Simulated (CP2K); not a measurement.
Band structure of SrMg₆Zr (P4/mmm, 8 atoms in the cell).

```xyz
8
Lattice="6.6387 0.0000 0.0000 0.0000 6.6387 0.0000 0.0000 0.0000 4.6731" Properties=species:S:1:pos:R:3 pbc="T T T"
Sr     3.3193     3.3193     2.3365
Mg     3.3193     0.0000     2.3365
Mg     0.0000     3.3193     2.3365
Mg     1.5212     1.5212     0.0000
Mg     5.1174     5.1174     0.0000
Mg     5.1174     1.5212     0.0000
Mg     1.5212     5.1174     0.0000
Zr     0.0000     0.0000     2.3365
```

Method: CP2K 2026.2 with LDA (Pade form), GPW, DZVP-MOLOPT-SR-GTH basis, GTH-PADE potentials (GTH_POTENTIALS).

Settings: CUTOFF = 1000 Ry; REL_CUTOFF = 40 Ry; SMEAR/METHOD = FERMI_DIRAC; ELECTRONIC_TEMPERATURE = 1160.45 K; KPOINTS/SCHEME = MONKHORST-PACK 3 3 4; GAMMA_CENTERED = T; XC_FUNCTIONAL = PADE; Sr/BASIS_SET = DZVP-MOLOPT-SR-GTH; Sr/POTENTIAL = GTH-PADE-q10; Mg/BASIS_SET = DZVP-MOLOPT-SR-GTH; Mg/POTENTIAL = GTH-PADE-q10; Zr/BASIS_SET = DZVP-MOLOPT-SR-GTH; Zr/POTENTIAL = GTH-PADE-q12; METHOD = GPW.

The starting cell comes from a database of computed structures (which also holds hypothetical and non-ambient phases and stackings), without a prior relaxation at this level. Values carry the incompleteness of an atom-centred basis.

Levels in eV from the Fermi level, bands 37 to 42:
| point | 37 | 38 | 39 | 40 | 41 | 42 |
|---|---|---|---|---|---|---|
| Γ | -2.46 | -0.86 | -0.70 | 0.25 | 0.25 | 0.50 |
| X | -1.78 | -1.65 | -0.57 | -0.10 | 0.38 | 0.66 |
| M | -0.72 | -0.46 | -0.19 | -0.19 | 0.29 | 0.61 |
| Z | -2.09 | -1.48 | -0.68 | -0.59 | -0.59 | -0.23 |
| R | -1.79 | -0.96 | -0.78 | -0.56 | -0.52 | -0.46 |
| A | -2.47 | -2.47 | -1.97 | -1.93 | 0.15 | 0.51 |

Bands cross the Fermi level along this path, so the cell is metallic at this level.

Higher empty bands are left out: an atom-centred basis made for the valence describes them poorly.
